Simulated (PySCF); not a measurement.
PySCF 2.14.0, HF/cc-pvdz, df: Si(NEtMe)(OMe)3 (CCN(C)[Si](OC)(OC)OC), 28 atoms. The geometry is a generated start, not checked to be a minimum at this level.

| Quantity | Value |
|---|---|
| task | energy |
| method | hf |
| basis | cc-pvdz |
| two-electron scheme | density fitting |
| mf.init_guess | minao (default) |
| mf.DIIS | CDIIS (default) |
| mf.diis_space | 8 (default) |
| mf.conv_tol | 1e-09 (default) |
| basis functions | 243 |

On 4 threads, 1 BLAS thread. Build: conda-forge: OpenMP (GNU), OpenBLAS with its own threads, libcint, Libxc. Single runs; times are not shown.

Values of mol.max_memory tried: 8000 MB, 4000 MB, 2000 MB, 1000 MB, 500 MB, 300 MB, 200 MB.

Question: What happens as the memory setting falls?

Answer: It runs down to 200 MB, the lowest tried, with the same result. At 8000 MB: fitted integrals in memory. From 300 MB down: fitted integrals in a file.

```csv
mol.max_memory,path,peak memory
8000 MB,fitted integrals in memory,0.67 GiB
4000 MB,fitted integrals in memory,0.67 GiB
2000 MB,fitted integrals in memory,0.67 GiB
1000 MB,fitted integrals in memory,0.58 GiB
500 MB,fitted integrals in memory,0.43 GiB
300 MB,fitted integrals in a file,0.22 GiB
200 MB,fitted integrals in a file,0.18 GiB
```

Peak memory is the kernel's count for the largest process, libraries included and scratch files not.
